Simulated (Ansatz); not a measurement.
Effect of pressure 30 GPa on Re

Consider Re in the hcp (Mg type) structure (space group P6_3/mmc, No. 194; a = 2.751 Å, c = 4.441 Å).

Modification: cell and atoms relaxed at a pressure of 30 GPa.

Computed with Kohn–Sham DFT with the PBEsol functional, run in Ansatz (a quantum-chemistry and plane-wave program) with PAW and 420 eV plane waves, no SOC. Γ-centred 19×19×11 mesh, Fermi–Dirac width 0.05 eV.

The volume per atom shrinks by 0.93 Å³ (14.55 Å³ → 13.62 Å³) and the density rises by 1.458 g/cm³, from 21.25 g/cm³ to 22.70 g/cm³. The c/a ratio stays 1.615 and the shortest interatomic distance falls by 0.0597 Å to 2.671 Å. The enthalpy H = E + PV relative to the base's energy comes out as +2.63 eV/atom and the band gap is still zero.

Final structure:

```yaml
crystal:
  lattice:
    - [2.69061, 0.00000, 0.00000]
    - [-1.34531, 2.33014, 0.00000]
    - [0.00000, 0.00000, 4.34440]
  atoms:
    - { symbol: Re, position: [0.33333, 0.66667, 0.75000] }
    - { symbol: Re, position: [0.66667, 0.33333, 0.25000] }
```

Load acts through the strain it causes; cell and atoms are relaxed under it. Stability against distortions was not tested. No other phases were tried under pressure. The final runs are not spin-polarised.
